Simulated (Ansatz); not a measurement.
Given:

End structure of a constructed model of the (110) surface of bcc Mo, p(2x2) surface alloy, Pt on one Mo site of the top plane (bottom of the slab: a bare face, its two planes held):

```yaml
crystal:
  lattice:
    - [5.47470, 0.00000, 0.00000]
    - [-1.82490, 5.16159, 0.00000]
    - [0.00000, 0.00000, 27.50000]
  atoms:
    - { symbol: Mo, position: [0.25000, 0.25000, 0.29731] }
    - { symbol: Mo, position: [0.25000, 0.75000, 0.29731] }
    - { symbol: Mo, position: [0.75000, 0.25000, 0.29731] }
    - { symbol: Mo, position: [0.75000, 0.75000, 0.29731] }
    - { symbol: Mo, position: [0.50000, 0.50000, 0.37858] }
    - { symbol: Mo, position: [0.50000, 0.00000, 0.37858] }
    - { symbol: Mo, position: [0.00000, 0.50000, 0.37858] }
    - { symbol: Mo, position: [0.00000, 0.00000, 0.37858] }
    - { symbol: Mo, position: [0.74952, 0.74952, 0.45982] }
    - { symbol: Mo, position: [0.75092, 0.24908, 0.45993] }
    - { symbol: Mo, position: [0.24908, 0.75092, 0.45993] }
    - { symbol: Mo, position: [0.25048, 0.25048, 0.45982] }
    - { symbol: Mo, position: [0.00000, 0.00000, 0.54153] }
    - { symbol: Mo, position: [0.00000, 0.50000, 0.54096] }
    - { symbol: Mo, position: [0.50000, 0.00000, 0.54096] }
    - { symbol: Mo, position: [0.50000, 0.50000, 0.54093] }
    - { symbol: Mo, position: [0.24379, 0.24379, 0.62165] }
    - { symbol: Mo, position: [0.25653, 0.74347, 0.62450] }
    - { symbol: Mo, position: [0.74347, 0.25653, 0.62450] }
    - { symbol: Mo, position: [0.75621, 0.75621, 0.62165] }
    - { symbol: Pt, position: [0.50000, 0.50000, 0.70221] }
    - { symbol: Mo, position: [0.50000, 0.00000, 0.70032] }
    - { symbol: Mo, position: [0.00000, 0.50000, 0.70032] }
    - { symbol: Mo, position: [0.00000, 0.00000, 0.69903] }
```

Model: 24-atom slab, 11.1 Å thick at the start, 7x7x1 mesh, Fermi-Dirac 0.1 eV, dipole correction, 8 atoms held, the rest relaxed; start symmetry kept, larger cells not searched; no spin, no spin-orbit, no U. It is one candidate, not shown to be the stable structure of the face.

Question: What is the computed work function of the top face (Ansatz (an electronic-structure program) with PBE)?

Answer: 4.60 eV
